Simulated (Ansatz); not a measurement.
## TlBr in the zinc blende structure (space group F-43m, No. 216; a hypothetical phase, not in the database extracts checked)

Space group F-43m (No. 216); a = b = c = 7.312 Å, α = β = γ = 90.00°

```csv
atom,site,symmetry,x,y,z
Br,4d,-43m,0.7500,0.7500,0.7500
Tl,4a,-43m,0.0000,0.0000,0.0000
```
(The calculation used a cell of 2 atoms; values per cell refer to that cell.)

Computed with PBEsol in Ansatz (plane waves to 420 eV, PAW, no spin-orbit coupling). Γ-centred 8×8×8 mesh, Fermi–Dirac width 0.05 eV.

The volume per atom is 48.87 Å³. The density is 4.83 g/cm³, the band gap is 2.77 eV, indirect, W → X and the electron mass is 1.8 mₑ along k, 0.51 mₑ across. The lowest conduction-band minima above the VBM is X along ⟨100⟩ 2.77 eV; a point along ⟨110⟩, about 0.5 Å⁻¹ from Γ 3.71 eV; a point along ⟨111⟩, about 0.4 Å⁻¹ from Γ 3.79 eV and the total energy is -7016.736 eV/atom (σ→0; compares only within this code and set-up).

With Tl present, leaving out spin-orbit coupling can change the band edges. Masses are band curvatures over ±0.01 Å⁻¹ around the edge. Along k means along the line from Γ to the band edge. No phonon test of stability was made.

Ansatz is a quantum-chemistry and plane-wave program.
